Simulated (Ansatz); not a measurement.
Input and output of a self-consistent single point for Si2W3 (P4/mbm, 10 atoms in the cell) (Ansatz, a program for electronic structure).

Level of theory: PBEsol, default PAW files made with PBE (plane waves; Ansatz).

```
CELL_PARAMETERS angstrom
      6.61585     0.00000     0.00000
      0.00000     6.61585     0.00000
      0.00000     0.00000     3.34350
ATOMIC_POSITIONS crystal
  Si 0.13400 0.63400 0.00000
  Si 0.86600 0.36600 0.00000
  Si 0.36600 0.13400 0.00000
  Si 0.63400 0.86600 0.00000
  W  0.50000 0.50000 0.00000
  W  0.00000 0.00000 0.00000
  W  0.65984 0.15984 0.50000
  W  0.34016 0.84016 0.50000
  W  0.84016 0.65984 0.50000
  W  0.15984 0.34016 0.50000
```

Reference input (self-consistent single point, DFT, LDA (PW92), plane waves, default PAW files made with PBE): basis.ecutwfc = 30.9 Ry; kpoints.mp_grid.grid = 4 4 7; hamiltonian.xc = lda; hamiltonian.pseudopotentials = {kind: paw} (the program's default PAW files); scf.occupations.method = cold; scf.occupations.width = 0.01 Ry. This run's input differs from it in these lines:

Ansatz 0.2 input:
```diff
@@ -22,3 +22,3 @@
 hamiltonian:
-  xc: lda
+  xc: pbesol
   pseudopotentials: { kind: paw }
```

Log, with long lists cut:

```
SCF iter   1: F=—  HF=-64025.717572 eV  |F-HF|=—  |Δ(HF+E_count)|=         —  Δρ=9.16e-3  dr2=1.64e-1  ethr=1.77e-3  ⟨swp⟩=6.0  Hψ=5614  notcnv=0
all-band conjugate gradients solve this SCF's bands
preconditioner: auto → Kerker (q_TF=auto, 2.561 Å⁻¹)
SCF iter   2: F=—  HF=-64025.691890 eV  |F-HF|=—  |Δ(HF+E_count)|=   2.57e-2  S|Δr|=    0.00e0  Δρ=4.80e-3  dr2=4.03e-2  ethr=1.64e-4  ⟨swp⟩=1.1  Hψ=1658  notcnv=0
SCF iter   3: F=—  HF=-64025.684238 eV  |F-HF|=—  |Δ(HF+E_count)|=   7.65e-3  S|Δr|=    0.00e0  Δρ=5.86e-4  dr2=4.68e-4  ethr=4.03e-5  ⟨swp⟩=2.0  Hψ=1759  notcnv=0
SCF iter   4: F=—  HF=-64025.684203 eV  |F-HF|=—  |Δ(HF+E_count)|=   3.52e-5  S|Δr|=    0.00e0  Δρ=1.57e-4  dr2=5.29e-5  ethr=4.68e-7  ⟨swp⟩=2.0  Hψ=1997  notcnv=0
SCF iter   5: F=—  HF=-64025.684147 eV  |F-HF|=—  |Δ(HF+E_count)|=   5.57e-5  S|Δr|=    0.00e0  Δρ=3.23e-5  dr2=2.16e-6  ethr=5.29e-8  ⟨swp⟩=2.0  Hψ=1871  notcnv=0
SCF iter   6: F=-64025.684147 eV  HF=-64025.684147 eV  |F-HF|=6.57e-8  |Δ(HF+E_count)|=   5.88e-7  S|Δr|=    0.00e0  Δρ=6.51e-6  dr2=9.93e-8  ethr=1.00e-10  ⟨swp⟩=9.2  Hψ=6868  notcnv=0
SCF 1 converged in 6 iterations: F = -64025.684147 eV  dr2 = 9.93e-8
Stability not checked (fill_not_monotonic)
Free energy (F): -64025.684147 eV
Internal energy: -64025.705254 eV  (E = F + TS)
E sigma→0 (E₀):  -64025.691183 eV
Entropy (-TS):   0.021108 eV (2.111 meV/atom)
Fermi energy:    18.945117 eV
--- Forces (eV/Å), atoms counted from 1 ---
  atom   1  Si     0.04062979     0.04062979     0.00000000
  atom   2  Si    -0.04062979    -0.04062979     0.00000000
  atom   3  Si    -0.04062979     0.04062979     0.00000000
  atom   4  Si     0.04062979    -0.04062979     0.00000000
   [... lines left out ...]
  atom  10  W     -0.00163837     0.00163837     0.00000000
--- Stress (GPa, compression-positive) ---
       -7.512128       0.000000       0.000000
        0.000000      -7.512128       0.000000
        0.000000       0.000000      -8.387283
  P = ⅓ Tr σ = -7.8038 GPa (-78.038 kbar)
  The stress holds the Pulay correction. Without it, at fixed plane waves, as pw.x and ABINIT print it: P = -7.8521 GPa
```

The run converged in 6 iterations. Against the reference run the pressure goes from -12.30 to -7.80 GPa and the largest force goes from 0.087 to 0.057 eV/Å.

The starting cell comes from a database of computed structures (which also holds hypothetical and non-ambient phases and stackings), without a prior relaxation at this level. Spin polarisation is off. With a pressure of about -8 GPa the cell is away from its equilibrium volume at this level. Ansatz's pressure includes its estimate of the finite-basis (Pulay) stress.
